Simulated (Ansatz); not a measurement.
The starting structures come from a database of crystals and need not be the phases stable at ambient conditions.

 Where the default PAW files enter, the runs use the earlier of Ansatz's two default sets.

By LDA and PBEsol, the system below comes out a metal.

Here is the system:

```yaml
crystal:
  lattice:
    - [4.68747, 0.00000, 0.00000]
    - [-2.34373, 4.05947, 0.00000]
    - [2.34373, 1.35316, 0.95683]
  atoms:
    - { symbol: Au, position: [0.00000, 0.00000, 0.00000] }
```

Space group of this cell: Im-3m, bcc (W type). The cell is taken as given; by PBEsol its mean pressure is -9.3 GPa.

The current runs along the normal of the first two printed vectors, the (111) plane. All runs by Ansatz (a quantum-chemistry and plane-wave program), plane waves and PAW, without spin-orbit coupling; the base is PBEsol.

| run | mean pressure (GPa) | G/A, both spins (10¹⁵ S/m²) |
|---|---|---|
| base | -9.3 | 0.90 |
| all lengths scaled by 0.98 | -0.8 | ? |
| all lengths scaled by 1.02 | -14.9 | 0.86 |
| lda in place of pbesol | -13.4 | ? |
| lengths across the current scaled by 0.98, ions clamped | -3.9 | ? |
| lengths along the current scaled by 1.03, ions clamped | -12.2 | 0.87 |

Problem. Some entries are withheld; supply them.

Solution. 
- all lengths scaled by 0.98, G/A, both spins (10¹⁵ S/m²): 0.93
- lda in place of pbesol, G/A, both spins (10¹⁵ S/m²): 0.89
- lengths across the current scaled by 0.98, ions clamped, G/A, both spins (10¹⁵ S/m²): 0.91
